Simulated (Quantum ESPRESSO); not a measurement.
A self-consistent single point of Mn2SeS (R-3m, 4 atoms in the cell) with Quantum ESPRESSO.

Method of the run: PBEsol, GBRV 1.5 ultrasoft (PBESOL) pseudopotentials (plane waves; Quantum ESPRESSO).

The change in words: lattice scaled by 0.98. Reference geometry:
```
Mn2SeS
1.0
    1.72148    -0.99390     5.50942
    0.00000     1.98779     5.50942
   -1.72148    -0.99390     5.50942
Mn Se S
2 1 1
Cartesian
  0.00000   0.00000   3.66746
  0.00000   0.00000  12.86081
  0.00000   0.00000   0.00000
  0.00000   0.00000   8.26413
```
Moments meant for the start (each program seeds them in its own way; μB, in the order of the atoms Mn Mn Se S): 4.0 4.0 0.0 0.0.

Reference input (self-consistent single point, DFT, PBEsol, plane waves, GBRV 1.5 ultrasoft (PBESOL) pseudopotentials): ecutwfc = 50 Ry; ecutrho = 400 Ry; occupations = smearing; smearing = fd; degauss = 0.0073499 Ry; nspin = 2; potentials = {Mn: mn_pbesol_v1.5.uspp.F.UPF, Se: se_pbesol_v1.uspp.F.UPF, S: s_pbesol_v1.4.uspp.F.UPF}; K_POINTS = automatic 6 6 6 0 0 0; conv_thr = 1e-09 Ry; mixing_beta = 0.3. This run's input differs from it in these lines:

```diff
@@ -11,4 +11,4 @@
    ibrav = 5
-   A = 5.8570527184
-   cosAB = 0.827227062154
+   A = 5.7399119980
+   cosAB = 0.827227133866
    nat = 4
@@ -32,6 +32,6 @@
 ATOMIC_POSITIONS {bohr}
-Mn    0.0000000000    0.0000000000    6.9304904536
-Mn    0.0000000000    0.0000000000   24.3034112706
+Mn    0.0000000000    0.0000000000    6.7918812231
+Mn    0.0000000000    0.0000000000   23.8173450743
 Se    0.0000000000    0.0000000000    0.0000000000
-S     0.0000000000    0.0000000000   15.6169508621
+S     0.0000000000    0.0000000000   15.3046131487
 K_POINTS {automatic}
```

Output (repeated stretches shortened):

```
     Self-consistent Calculation

     iteration #  1     ecut=    50.00 Ry     beta= 0.30

---- Real-time Memory Report at c_bands before calling an iterative solver
           233 MiB given to the printing process from OS
           129 MiB allocation reported by mallinfo(arena+hblkhd)
------------------

     total energy              =    -489.13933500 Ry
     estimated scf accuracy    <       1.43824963 Ry

     total magnetization       =     5.52 Bohr mag/cell
     absolute magnetization    =     5.78 Bohr mag/cell

     iteration #  2     ecut=    50.00 Ry     beta= 0.30

   [... lines left out ...]
     absolute magnetization    =     2.92 Bohr mag/cell

     iteration # 22     ecut=    50.00 Ry     beta= 0.30

---- Real-time Memory Report at c_bands before calling an iterative solver
           319 MiB given to the printing process from OS
           165 MiB allocation reported by mallinfo(arena+hblkhd)
------------------

     Magnetic moment per site  (integrated on atomic sphere of radius R)
     atom   1 (R=0.154)  charge= 12.6598  magn=  1.2360
     atom   2 (R=0.154)  charge= 12.6598  magn=  1.2360
     atom   3 (R=0.191)  charge=  4.1344  magn= -0.0462
     atom   4 (R=0.154)  charge=  3.5553  magn= -0.0521
     End of self-consistent calculation

     the Fermi energy is    14.9247 ev

!    total energy              =    -489.53040983 Ry
     estimated scf accuracy    <          2.0E-10 Ry
     smearing contrib. (-TS)   =      -0.01095571 Ry
     internal energy E=F+TS    =    -489.51945412 Ry

     total magnetization       =     2.67 Bohr mag/cell
     absolute magnetization    =     2.92 Bohr mag/cell

     convergence has been achieved in  22 iterations

     Forces acting on atoms (cartesian axes, Ry/au):

     atom    1 type  1   force =    -0.00000000   -0.00000000    0.01715714
     atom    2 type  1   force =     0.00000000    0.00000000   -0.01715714
     atom    3 type  2   force =     0.00000000    0.00000000    0.00000000
     atom    4 type  3   force =     0.00000000    0.00000000    0.00000000

     Total force =     0.024264     Total SCF correction =     0.000033

          total   stress  (Ry/bohr**3)                   (kbar)     P=       69.21
   0.00055031  -0.00000000   0.00000000           80.95       -0.00        0.00
   0.00000000   0.00055031   0.00000000            0.00       80.95        0.00
   0.00000000   0.00000000   0.00031074            0.00        0.00       45.71

   JOB DONE.
```

The run converged in 22 iterations. Against the reference run the free energy goes up by 18.7 meV/atom, the pressure goes from 0.29 to 6.92 GPa, the largest force goes from 0.426 to 0.441 eV/Å and the size of the net moment goes from 0.93 to 0.67 μB/atom.

The starting cell comes from a database of computed structures (which also holds hypothetical and non-ambient phases and stackings), without a prior relaxation at this level. For this run, on top of that: lattice scaled by 0.98. The magnetic order is the one reached from the typed start; others were not searched systematically. With a pressure of about 7 GPa the cell is away from its equilibrium volume at this level.

Cost on one core of a shared machine: roughly 2 min.
